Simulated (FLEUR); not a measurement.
**Energy against c/a at fixed volume: hcp Sc (space group 194) (FLEUR, LDA)**

```xyz
2
Lattice="3.2406 0.0000 0.0000 -1.6203 2.8064 0.0000 0.0000 0.0000 4.9531" Properties=species:S:1:pos:R:3 pbc="T T T"
Sc     1.6203     0.9355     3.7148
Sc     0.0000     1.8709     1.2383
```

Method: LDA (Vosko-Wilk-Nusair), all-electron FLAPW (FLEUR), scalar-relativistic valence run with FLEUR. Settings: Kmax = 4.33 1/bohr; GmaxXC = 13 1/bohr; xcFunctional = vwn; jspins = 1; l_soc = F; mode = hist; fermiSmearingEnergy = 0.00183747 Htr; mesh (inpgen div1-3) = 24 24 14; inpgen gamma flag = true; Gmax = 13 1/bohr; numbands = 0; maxIterBroyd = 15; imix = Anderson; alpha = 0.05; precondParam = 0; minDistance = 1e-05 me/bohr^3. The cell above is the first row's. The rows change c/a at fixed volume. In all rows fractional positions and the k mesh are held. E is the free energy at the stated smearing, counted from the lowest row.

```csv
c/a,E (meV/atom)
1.5285,0.50
1.5444,0.00
1.5603,0.32
1.5762,1.43
1.5921,3.29
1.6081,5.86
1.6240,9.09
1.6399,12.93
1.6558,?
```

Problem. Fit E against c/a with a cubic, and predict the withheld value at c/a = 1.6558.

Solution. With u = c/a - 1.58, the rows have u = -0.05150, -0.03560, -0.01970, -0.00380, 0.01210, 0.02810, 0.04400, 0.05990. Least squares gives E = 1.809 + 104.81·u + 1453.2·u² - 1723·u³. Residuals (row less fit): -0.001, 0.003, -0.001, -0.002, 0.003, -0.003, 0.003, -0.001; standard error 0.003 (degrees of freedom: 4). The fitted curve has its minimum at c/a = 1.55, where E = -0.01. To one more digit the minimum is at c/a = 1.546; the ideal close-packed ratio is 1.633. At the withheld row, u = 0.07580, so E = 1.809 + 104.81 × 0.07580 + 1453.2 × 0.07580² - 1723 × 0.07580³ = 17.353 meV/atom. The calculation gives 17.36 meV/atom, 0.007 meV/atom above the prediction (under 0.05 % of the range of E in the table). The row lies outside the fitted rows, so this is an extrapolation. From the scatter of the fitted rows alone, a prediction at this place has a standard error of 0.009 meV/atom, so the miss is 0.8 times that.

Carrying the step between the two nearest rows on in a straight line would have given 16.77, off by 0.59; series whose last step already gives the withheld value aren't shown. The reference cell has the volume at which an earlier scan in this program and functional put its minimum by a fit (its basis settings may differ); axis ratios and inner coordinates come from a measured-size cell. The runs keep the symmetry of the cell, so they don't test it for distortions. The best c/a moves a little with volume. Values depend on the basis (sphere radii, cutoffs, local orbitals), which need not be converged. In metals such curves are sensitive to mesh and smearing. Cutoffs and mesh are single choices, not tested for convergence of this quantity. Series with a scatter that would blur these digits, or in which a gap closes, are not shown. Strain series were run only where this level's volume lies within 10 % of a first guess from the measured size.
